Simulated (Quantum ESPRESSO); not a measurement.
Quantum ESPRESSO run on CaSi2Cu2 (I4/mmm, 5 atoms in the cell): self-consistent single point.

Method: PBEsol-D3(BJ) with three-body term, PSlibrary PAW (PBE) pseudopotentials (plane waves; Quantum ESPRESSO 7.5).

```xyz
5
Lattice="-2.0173 2.0173 4.9295 2.0173 -2.0173 4.9295 2.0173 2.0173 -4.9295" Properties=species:S:1:pos:R:3 pbc="T T T"
Ca     0.0000     0.0000     0.0000
Si     0.0000     0.0000     6.1141
Si     0.0000     0.0000     3.7449
Cu     0.0000     2.0173     2.4647
Cu     2.0173     0.0000     2.4647
```

Reference input (self-consistent single point, DFT, PBEsol, plane waves, PSlibrary PAW (PBE) pseudopotentials): ecutwfc = 50 Ry; ecutrho = 300 Ry; occupations = smearing; smearing = gauss; degauss = 0.0036749 Ry; input_dft = pbesol; K_POINTS = automatic 8 8 8 0 0 0; conv_thr = 1e-09 Ry; mixing_beta = 0.5. This run's input differs from it in these lines:

```diff
@@ -19,2 +19,5 @@
   input_dft = 'pbesol'
+  vdw_corr = 'grimme-d3'
+  dftd3_version = 4
+  dftd3_threebody = .true.
 /
```

Log, with long lists cut:

```
     Self-consistent Calculation

     iteration #  1     ecut=    50.00 Ry     beta= 0.50

---- Real-time Memory Report at c_bands before calling an iterative solver
           219 MiB given to the printing process from OS
           131 MiB allocation reported by mallinfo(arena+hblkhd)
------------------

     total energy              =    -643.94916817 Ry
     estimated scf accuracy    <       0.54554528 Ry

     iteration #  2     ecut=    50.00 Ry     beta= 0.50

---- Real-time Memory Report at c_bands before calling an iterative solver
           296 MiB given to the printing process from OS
   [... lines left out ...]

---- Real-time Memory Report at c_bands before calling an iterative solver
           301 MiB given to the printing process from OS
           152 MiB allocation reported by mallinfo(arena+hblkhd)
------------------

     total energy              =    -644.31455113 Ry
     estimated scf accuracy    <       0.00000002 Ry

     iteration # 15     ecut=    50.00 Ry     beta= 0.50

---- Real-time Memory Report at c_bands before calling an iterative solver
           301 MiB given to the printing process from OS
           152 MiB allocation reported by mallinfo(arena+hblkhd)
------------------
     End of self-consistent calculation

     the Fermi energy is     9.8858 ev

!    total energy              =    -644.31455113 Ry
     estimated scf accuracy    <          5.3E-10 Ry
     smearing contrib. (-TS)   =      -0.00022669 Ry
     internal energy E=F+TS    =    -644.31432444 Ry

     DFT-D3 Dispersion         =      -0.13757358 Ry
      -> PAW hartree energy AE =     249.32557277 Ry
      -> PAW hartree energy PS =    -247.70172564 Ry
      -> PAW xc energy AE      =    -413.73558048 Ry
      -> PAW xc energy PS      =     109.18147791 Ry
      -> total E_H with PAW    =     102.24666175 Ry
      -> total E_XC with PAW   =    -417.09896915 Ry

     convergence has been achieved in  15 iterations

     Forces acting on atoms (cartesian axes, Ry/au):

   [... lines left out ...]
     Total force =     0.004117     Total SCF correction =     0.000026
   [... lines left out ...]

     DFT-D3 dispersion Force =     0.000424

          total   stress  (Ry/bohr**3)                   (kbar)     P=      -59.49
  -0.00039208   0.00000000   0.00000000          -57.68        0.00        0.00
   0.00000000  -0.00039208   0.00000000            0.00      -57.68        0.00
   0.00000000   0.00000000  -0.00042912            0.00        0.00      -63.13

   JOB DONE.
```

The run converged in 15 iterations. Against the reference run the pressure goes from -2.46 to -5.95 GPa and the largest force goes from 0.083 to 0.075 eV/Å.

The starting cell comes from a database of computed structures (which also holds hypothetical and non-ambient phases and stackings), without a prior relaxation at this level. Spin polarisation is off. With a pressure of about -6 GPa the cell is away from its equilibrium volume at this level.

Cost on one core of a shared machine: roughly 4 min.
